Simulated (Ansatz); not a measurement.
System: GeI4 (Pa-3, No. 205). Method: LDA (Ansatz, a first-principles code, PAW).

Settings: plane-wave cutoff 520 eV, 4×4×4 k mesh, Fermi–Dirac smearing 0.01 eV, scalar-relativistic PAW data made under PBE.

Cell (relaxed at this level):

```xyz
40
Lattice="11.4767 0.0000 0.0000 0.0000 11.4767 0.0000 0.0000 0.0000 11.4767" Properties=species:S:1:pos:R:3 pbc="T T T"
Ge     1.4845     1.4845     1.4845
Ge     4.2539     9.9922     7.2228
Ge     7.2228     4.2539     9.9922
Ge     9.9922     7.2228     4.2539
Ge     9.9922     9.9922     9.9922
Ge     7.2228     1.4845     4.2539
Ge     4.2539     7.2228     1.4845
Ge     1.4845     4.2539     7.2228
I      2.9302     2.9302     2.9302
I      2.8082     8.5465     8.6685
I      8.6685     2.8082     8.5465
I      8.5465     8.6685     2.8082
I      8.5465     8.5465     8.5465
I      8.6685     2.9302     2.8082
I      2.8082     8.6685     2.9302
I      2.9302     2.8082     8.6685
I      0.1037    -0.0205     2.9556
I      5.6347     0.0205     8.6939
I      5.8420     5.7588     8.5211
I     -0.1037     5.7178     2.7828
I      2.9556     0.1037    -0.0205
I      8.6939     5.6347     0.0205
I      8.5211     5.8420     5.7588
I      2.7828    -0.1037     5.7178
I     -0.0205     2.9556     0.1037
I      0.0205     8.6939     5.6347
I      5.7588     8.5211     5.8420
I      5.7178     2.7828    -0.1037
I     -0.1037     0.0205     8.5211
I      5.8420    -0.0205     2.7828
I      5.6347     5.7178     2.9556
I      0.1037     5.7588     8.6939
I      8.5211    -0.1037     0.0205
I      2.7828     5.8420    -0.0205
I      2.9556     5.6347     5.7178
I      8.6939     0.1037     5.7588
I      0.0205     8.5211    -0.1037
I     -0.0205     2.7828     5.8420
I      5.7178     2.9556     5.6347
I      5.7588     8.6939     0.1037
```

### Question
Predict the band gap.

### Answer

- band gap: 1.51 eV

Note: the volume lies 10 % below that of the published cell.

Spin–orbit coupling is not included; with these elements it can move the gap by several tenths of an eV or more.
